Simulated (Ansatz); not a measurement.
Subject: the energy of the reaction as written. Reaction: 1/2 cell B → cell A. A negative value means that the right-hand side lies lower.

Cell A: a sheet of composition P, 1 atom, hexagonal cell of 2.47 Å (5.3 Å²), symmetry P6/mmm, 0.0 Å thick under 16 Å of vacuum, in-plane vectors relaxed; planes from bottom to top: P; a model cell; spin state with PBE: no moments, k-point mesh 18×18×1.
```xyz
1
Lattice="2.4655 0.0000 0.0000 -1.2328 2.1352 0.0000 0.0000 0.0000 16.0000" Properties=species:S:1:pos:R:3 pbc="T T T"
P      0.0000     0.0000     8.0000
```

Cell B: a sheet of composition P2, 2 atoms, hexagonal cell of 3.28 Å (9.3 Å²), symmetry P-3m1, 1.2 Å thick under 16 Å of vacuum, in-plane vectors relaxed; planes from bottom to top: P × 2; a model cell; spin state with PBE: run without spin, k-point mesh 12×12×1.
```
P
1.0
    3.27953     0.00000     0.00000
   -1.63976     2.84015     0.00000
    0.00000     0.00000    17.24000
P
2
Cartesian
  0.00000   1.89344   9.24110
  1.63976   0.94672   7.99890
```

Plane-wave PAW calculations with Ansatz (a quantum-chemistry and plane-wave program), its PAW set soft_1, cutoff 420 eV, 500 eV for r2SCAN. The structures are at rest with PBE; other levels are single points on them. Neutral cells; Fermi-Dirac smearing of at most 0.05 eV in the solids, energies taken to zero width. The lattices are those relaxed with PBE, so at other levels the solids can be strained, which adds to the spread. A dispersion term (D3(BJ), or D4 for r2SCAN) was computed beside these levels and is taken off wherever the name lacks it. No zero-point or thermal terms. The cells' k-point meshes differ in density, so the last digit is unsettled. Cell A has symmetry P6/mmm and got no random move, so less symmetric positions, which may lie lower, weren't tried. Cell B has symmetry P-3m1 and got no random move, so less symmetric positions, which may lie lower, weren't tried.

Task: Estimate the value that PBE returns for this input.

Result: 0.91 eV, for 1/2 cell B → cell A.

Task: What do the other levels give, and how wide is the spread?

Result: 
```tsv
Level	value (eV)	less PBE
r2SCAN	1.08	0.17
```

The levels span 0.17 eV, from PBE (0.91) to r2SCAN (1.08).
